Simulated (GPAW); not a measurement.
Band structure of Cu (Fm-3m, 1 atom in the cell).

```
Cu
1.0
    0.00000     1.80660     1.80660
    1.80660     0.00000     1.80660
    1.80660     1.80660     0.00000
Cu
1
Direct
  0.00000   0.00000   0.00000
```

Method: PBE, GPAW PAW datasets PBE (gpaw-data 1.0.1) (plane waves; GPAW).

Settings: mode = pw; ecut = 850 eV; xc = PBE; kpts = 16 16 16; mesh shift (steps) = 0 0 0; occupations.name = fermi-dirac; occupations.width = 0.136 eV; nbands = -9; convergence.forces = 0.001 eV/Å; symmetry.symmorphic = false; symmetry.tolerance = 0.0005; maxiter = 120; bandpath_npoints = 40.

The starting cell comes from a database of computed structures (which also holds hypothetical and non-ambient phases and stackings), without a prior relaxation at this level. Its lattice was rescaled by a random factor within 2.5 % of one. Spin polarisation is off.

Levels in eV from the Fermi level, bands 2 to 9:
| point | 2 | 3 | 4 | 5 | 6 | 7 | 8 | 9 |
|---|---|---|---|---|---|---|---|---|
| Γ | -3.02 | -3.02 | -3.02 | -2.20 | -2.20 | 23.02 | 25.44 | 25.44 |
| X | -4.41 | -1.65 | -1.48 | -1.48 | 1.49 | 7.15 | 13.14 | 13.14 |
| W | -3.53 | -3.53 | -2.24 | -1.48 | 6.22 | 6.22 | 8.34 | 8.84 |
| K | -4.06 | -2.76 | -2.07 | -1.68 | 4.34 | 5.75 | 7.87 | 15.22 |
| L | -3.05 | -3.05 | -1.63 | -1.63 | -1.02 | 3.78 | 21.40 | 22.21 |
| U | -4.06 | -2.76 | -2.07 | -1.68 | 4.34 | 5.75 | 7.87 | 15.22 |

Bands cross the Fermi level along this path, so the cell is metallic at this level.
